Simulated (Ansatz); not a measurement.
Consider MgO in the rock salt structure (space group Fm-3m, No. 225; a = 4.204 Å). Axes: x, y, z lie along the cube axes.

Computed with r2SCAN (Ansatz, a first-principles code; PAW; 500 eV plane waves; spin-orbit coupling left out).

Base values:

- Valence-band top at Γ = 0.00, 0.00, 0.00 eV
- Electron mass = 0.36 mₑ (at Γ)

Perturbation: compressive biaxial strain of 1.50 % in the plane normal to [001], as in epitaxy on a mismatched substrate; the out-of-plane cell vector and the atoms relax.

### Question
Estimate the effect on the valence-band top at Γ.

### Answer
The valence-band top at Γ (three highest levels, from the VBM) goes from 0.00, 0.00, 0.00 eV to 0.00, -0.05, -0.05 eV.

### Question
What happens to the electron mass?

### Answer
The electron mass becomes 0.36 mₑ out of plane, 0.38 mₑ in plane (at Γ) (base: 0.36 mₑ (at Γ)).

The levels and masses belong to the bands next to the band gap. Masses are band curvatures over ±0.01 Å⁻¹ around the edge. No phonon test of stability was made.
